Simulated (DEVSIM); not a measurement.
Structure: Au/SiO2/n-Si capacitor, at 300 K.

Layer 1 from the left is SiO2, thickness (nm) 2.70. Layer 2 from the left is Si, thickness (nm) 5700, Nd (cm⁻³) 1e16.

Metal gate on the left, work function 5.1 eV. Fixed charge at the semiconductor interface -1.2e11 cm⁻² (in units of +e); no interface traps.

The device is made up for the run: typed textbook-type constants, with dimensions and the other settings drawn at random. Values at 300 K.

SiO2: gap (eV) 9, affinity (eV) 0.9, permittivity 3.9. Si: gap (eV) 1.124, affinity (eV) 4.05, permittivity 11.7, Nc (cm⁻³) 2.86e19, Nv (cm⁻³) 3.1e19.

### Question
Estimate by hand the flat-band voltage, the threshold voltage, and compare with a numerical solution.

### Answer

- Flat-band voltage: C = 1.28 μF/cm², work-function difference 0.844 V; VFB = φms − qNf/C = 0.86 V; numerical 0.86 V.
- Threshold voltage: φF = 0.355 V, depletion charge √(4εqNφF) = 4.86e-8 C/cm²; VT = VFB − 2φF − Qd/C = 0.11 V; numerical 0.11 V.

Simulated with DEVSIM: 1D Poisson equation in equilibrium, Boltzmann statistics, complete ionisation; no quantum confinement or tunnelling. Metal contacts follow the ideal Schottky-Mott rule: no Fermi-level pinning, no interface dipoles.
